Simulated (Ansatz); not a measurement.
Results of HSE06+SOC (Ansatz, a first-principles code, plane waves, PAW) for CdS (Fm-3m, No. 225, 2 atoms in the cell; start mp-370; high-pressure phase).

The input as run:

Ansatz 0.2 input:
```yaml
crystal:
  lattice:
    - [0.0, 2.6985269511, 2.6985269511]
    - [2.6985269511, 0.0, 2.6985269511]
    - [2.6985269511, 2.6985269511, 0.0]
  atoms:
    - { symbol: Cd, position: [0.0, 0.0, 0.0] }
    - { symbol: S, position: [0.5, 0.5, 0.5] }
basis:
  ecutwfc: 460
  ecutrho_ratio: 4
  xc_grid: 2
kpoints:
  mp_grid: { grid: [8, 8, 8] }
hamiltonian:
  xc: hse06
  dispersion: none
  pseudopotentials: { kind: paw }
scf:
  occupations: { method: fermi_dirac, width: 0.01 }
  convergence: { dr2_threshold: 0.0000000002 }
output:
  forces: true
  stress: true
  eigenvalues: true
magnetization:
  noncollinear: true
  spin_orbit: true
```

**Question.** How many irreducible k-points, plane waves at Γ does the program set up, and what pressure does the run end with?

**Answer.** 29 irreducible k-points, 893 plane waves at Γ; P = 2.63 GPa, so the cell is compressed on average and its volume would grow at this level.

Output (set-up and result lines):

```
WARN output.stress: scf.exx.energy_threshold = 1e-6 eV is looser than the 2e-8 eV advised for a stress under a hybrid functional (1e-8 eV for each atom of the …
Crystal: 2 atoms, lattice volume = 39.302 Å³
Basis set: ecut = 460 eV, 893 PW (Γ), exchange–correlation on 54×54×54 points (8 copies of the dense FFT grid, shifted against one another)
Bands: 34, of which v1, the nominal top of the filled ones, is band 26 counted from 1 (25 counted from 0)
Symmetry: 48 space group operations + 48 with time reversal
k-points: 29 of 512
Initial density: superposition of atomic densities (chi_scale 0.1, normalization cell, long waves kept (reshape's long-wave potential 0.00 eV rms))
Crystal: 2 atoms, lattice volume = 39.302 Å³
Initial density: handed on by an earlier stage of this run
Crystal: 2 atoms, lattice volume = 39.302 Å³
SCF 3 converged in 5 iterations: F = -9160.994093 eV  dr2 = 1.57e-11
Free energy (F): -9160.994093 eV
Internal energy: -9160.994093 eV  (E = F + TS)
E sigma→0 (E₀):  -9160.994093 eV
Fermi energy:    10.394924 eV
--- Stress (GPa, compression-positive) ---
        2.634951      -0.000000      -0.000000
       -0.000000       2.634951      -0.000000
        0.000000       0.000000       2.634951
  P = ⅓ Tr σ = 2.6350 GPa (26.350 kbar)
```

The PAW data were made under PBE.

Note: cell and atoms aren't relaxed at this level (pressure 2.6 GPa).

A start named mp-… is a Materials Project structure, which need not be a measured phase.
